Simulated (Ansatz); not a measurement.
The parent structure is LiNbO3 (space group R3c, No. 161).

```
LiNbO3
1.0
    2.59494     1.49819     4.67151
   -2.59494     1.49819     4.67151
    0.00000    -2.99637     4.67151
Li Nb O
2 2 6
Cartesian
  0.00000   0.00000   3.93440
  0.00000   0.00000  10.94166
  0.00000   0.00000  14.00754
  0.00000   0.00000   7.00028
 -0.64222  -1.45867   5.54442
  1.58436   0.17315   5.54442
 -0.94213   1.28552   5.54442
 -1.65280  -0.21267   7.88018
  0.64222   1.53770   7.88018
  1.01058  -1.32503   7.88018
```

Cartesian axes are those of the cell as printed.

All numbers come from PBE (Ansatz, an electronic-structure program), no spin-orbit coupling.

Perturbation: an isotropic linear strain of +0.75 %; the atoms relax in the strained cell.

### Question
Predict the stress tensor and what it implies for the stiffness.

### Answer
Stress of the strained cell less that of the base (GPa, compression positive):
```
  -2.07    0.00    0.00
   0.00   -2.07    0.00
   0.00    0.00   -2.32
```

Then B = −ΔP/(ΔV/V₀) with ΔV/V₀ = 0.0227 gives secant stiffness values (nonlinear terms included at this strain): B (at held cell shape, above the free-shape value) ≈ 95 GPa.

No phonon test of stability was made.
